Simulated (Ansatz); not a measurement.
Band structure of NbRh (P4/mmm, 2 atoms in the cell).

```
CELL_PARAMETERS angstrom
      2.89088     0.00000     0.00000
      0.00000     2.89088     0.00000
      0.00000     0.00000     3.87452
ATOMIC_POSITIONS crystal
  Rh 0.50000 0.50000 0.50000
  Nb 0.00000 0.00000 0.00000
```

Method of the run: r2SCAN, default PAW files made with PBE (plane waves; Ansatz, a first-principles code).

Settings: basis.ecutwfc = 500 eV; kpoints.mp_grid.grid = 9 9 7; hamiltonian.xc = r2scan; hamiltonian.pseudopotentials = {kind: paw} (the program's default PAW files); scf.occupations.method = methfessel_paxton; scf.occupations.width = 0.1 eV; kpoints.band_path.npoints = 10.

The starting cell comes from a database of published, mostly measured structures (it also holds non-ambient and calculated ones), without a prior relaxation at this level. Its lattice was rescaled by a random factor within 2.5 % of one. Spin polarisation is off.

Levels in eV from the Fermi level, bands 12 to 18:
| point | 12 | 13 | 14 | 15 | 16 | 17 | 18 |
|---|---|---|---|---|---|---|---|
| Γ | -2.20 | -2.20 | -0.89 | -0.75 | 1.25 | 4.08 | 4.08 |
| X | -2.99 | -1.83 | -1.49 | -1.30 | -1.29 | 1.43 | 2.51 |
| M | -4.80 | 0.56 | 1.41 | 3.29 | 3.29 | 3.59 | 3.59 |
| Z | -2.42 | -1.54 | -1.54 | -1.50 | -0.60 | 1.48 | 2.00 |
| R | -2.30 | -2.30 | -0.33 | 1.02 | 1.03 | 1.44 | 3.23 |
| A | -3.19 | -1.84 | -1.84 | -1.25 | 0.56 | 2.88 | 5.81 |

Bands cross the Fermi level along this path, so the cell is metallic at this level.

Keys are those of Ansatz 0.2.
